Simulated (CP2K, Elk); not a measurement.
A CP2K input for a self-consistent single point of YCo₂Ge₂ (I4/mmm, 5 atoms in the cell) (DFT LDA (Pade form), GPW, DZVP-MOLOPT-SR-GTH basis, GTH-PADE potentials (GTH_POTENTIALS)):

```
&GLOBAL
  PROJECT y(coge)2
  RUN_TYPE ENERGY_FORCE
  PRINT_LEVEL LOW
&END GLOBAL
&FORCE_EVAL
  METHOD Quickstep
  STRESS_TENSOR ANALYTICAL
  &DFT
    BASIS_SET_FILE_NAME BASIS_MOLOPT
    POTENTIAL_FILE_NAME GTH_POTENTIALS
    &QS
      METHOD GPW
      EPS_DEFAULT 1E-10
    &END QS
    &MGRID
      CUTOFF 600
      REL_CUTOFF 40
      NGRIDS 5
    &END MGRID
    &SCF
      SCF_GUESS ATOMIC
      EPS_SCF 1E-6
      MAX_SCF 100
      ADDED_MOS 9
      &DIAGONALIZATION
        ALGORITHM STANDARD
      &END DIAGONALIZATION
      &MIXING
        METHOD BROYDEN_MIXING
        ALPHA 0.3
        NBUFFER 8
      &END MIXING
      &SMEAR ON
        METHOD GAUSSIAN
        SIGMA [eV] 0.2
      &END SMEAR
    &END SCF
    &KPOINTS
      SCHEME MONKHORST-PACK 7 7 7
    &END KPOINTS
    &XC
      &XC_FUNCTIONAL PADE
      &END XC_FUNCTIONAL
    &END XC
    &PRINT
      &MO
        EIGENVALUES T
        OCCUPATION_NUMBERS T
        NDIGITS 8
        FILENAME mo
        &EACH
          QS_SCF 0
        &END EACH
        ADD_LAST NUMERIC
      &END MO
      &MULLIKEN OFF
      &END MULLIKEN
    &END PRINT
  &END DFT
  &SUBSYS
    &CELL
      ABC 5.76187600 5.76187582 5.76187630
      ALPHA_BETA_GAMMA 139.97474495 139.97473906 57.89164916
      PERIODIC XYZ
    &END CELL
    &COORD
      Y        0.00000000     0.00000000     0.00000000
      Co       2.88093800    -0.00000025     1.39432350
      Co       1.53128200     2.44028225     1.39432350
      Ge       5.54951383     3.06928972     0.00000000
      Ge       3.27492617     1.81127528     0.00000000
    &END COORD
    &KIND Y
      BASIS_SET DZVP-MOLOPT-SR-GTH
      POTENTIAL GTH-PADE-q11
    &END KIND
    &KIND Co
      BASIS_SET DZVP-MOLOPT-SR-GTH
      POTENTIAL GTH-PADE-q17
    &END KIND
    &KIND Ge
      BASIS_SET DZVP-MOLOPT-SR-GTH
      POTENTIAL GTH-PADE-q4
    &END KIND
  &END SUBSYS
  &PRINT
    &FORCES ON
    &END FORCES
    &STRESS_TENSOR ON
    &END STRESS_TENSOR
  &END PRINT
&END FORCE_EVAL
```

Question: Give the Elk input for the same structure, mesh, smearing and functional.

Answer: One input that does it (others would too):

```
tasks
  0

tforce
  .true.

rgkmax
  7.5

gmaxvr
  18.0

lmaxapw
  10

lmaxo
  8

nxlo
  2

lorbcnd
  .true.

lradstp
  2

nrmtscf
  2.0

rmtscf
  0.85

lmaxi
  4

stype
  0

swidth
  0.00734986

maxscl
  100

avec
   -3.7262961431    3.7262961431    9.5281673060
    3.7262961431   -3.7262961431    9.5281673060
    3.7262961431    3.7262961431   -9.5281673060

sppath
  './'

atoms
  3
  'Y.in'
  1
  0.0000000000  0.0000000000  0.0000000000    0.0 0.0 0.0
  'Co.in'
  2
  0.7500000000  0.2500000000  0.5000000000    0.0 0.0 0.0
  0.2500000000  0.7500000000  0.5000000000    0.0 0.0 0.0
  'Ge.in'
  2
  0.6288800000  0.6288800000  0.0000000000    0.0 0.0 0.0
  0.3711200000  0.3711200000  0.0000000000    0.0 0.0 0.0

ngridk
  7 7 7
```

Basis, cutoffs, solver keys and any potentials are the target program's own. This input uses DFT, LDA (PW92), all-electron FP-LAPW, Elk's shipped species files, APW+lo basis with extra local orbitals. LDA parametrisations can differ slightly between programs.

The starting cell comes from a database of computed structures (which also holds hypothetical and non-ambient phases and stackings), without a prior relaxation at this level. Its lattice was rescaled by a random factor within 2.5 % of one.
